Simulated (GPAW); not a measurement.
**A series of runs on MgSc (Pmma, 4 atoms in the cell)**

```yaml
crystal:
  lattice:
    - [5.19868, 0.00000, 0.00000]
    - [0.00000, 3.36280, 0.00000]
    - [0.00000, 0.00000, 5.34891]
  atoms:
    - { symbol: Mg, position: [0.75000, 0.50000, 0.80541] }
    - { symbol: Mg, position: [0.25000, 0.50000, 0.19459] }
    - { symbol: Sc, position: [0.75000, 0.00000, 0.30405] }
    - { symbol: Sc, position: [0.25000, 0.00000, 0.69595] }
```

Base run A: PBEsol, GPAW PAW datasets PBEsol (made by gpaw-setup) run with GPAW, self-consistent single point.

Its settings: mode = pw; ecut = 850 eV; xc = PBEsol; kpts = 4 5 4; mesh shift (steps) = 0 0 0; occupations.name = methfessel-paxton; occupations.width = 0.1 eV; occupations.order = 0; nbands = -8; symmetry.symmorphic = false; symmetry.tolerance = 0.0005; maxiter = 120.

The starting cell comes from a database of computed structures (which also holds hypothetical and non-ambient phases and stackings), without a prior relaxation at this level. Without a gap this mesh is coarse (it stands for a supercell whose shortest vector is 17 Å).

ΔF is the free energy per atom less that of run A. 

```tsv
run	kpts, occupations.width	ΔF (meV/atom)	pressure (GPa)	largest force (eV/Å)	TS (meV/atom)	k-points
A	4 5 4, 0.1 eV	0.00	-1.30	0.086	8.0	27
B	5 7 4, 0.03 eV	8.5	-1.36	0.063	0.9	36
C	5 7 4, 0.1 eV	5.0	-1.36	0.068	6.8	36
D	5 7 4, 0.3 eV	-19.9	-1.29	0.065	53.1	36
E	5 7 5, 0.03 eV	10.2	-1.38	0.074	0.8	36
F	5 7 5, 0.1 eV	6.8	-1.36	0.072	7.3	36
G	5 7 5, 0.3 eV	-19.0	-1.28	0.066	54.2	36
H	5 8 5, 0.03 eV	8.4	-1.33	0.058	0.5	45
I	5 8 5, 0.1 eV	5.7	-1.33	0.068	6.1	45
J	5 8 5, 0.3 eV	-19.5	-1.28	0.065	54.4	45
```

Run D against A: The free energy falls by 19.9 meV/atom, the pressure hardly changes (-1.30 to -1.29 GPa) and the largest force goes from 0.086 to 0.065 eV/Å.

Run I against A: The free energy goes up by 5.7 meV/atom, the pressure moves little (-1.30 to -1.33 GPa) and the largest force goes from 0.086 to 0.068 eV/Å.

Run F against A: The free energy rises by 6.8 meV/atom, the pressure moves little (-1.30 to -1.36 GPa) and the largest force goes from 0.086 to 0.072 eV/Å.
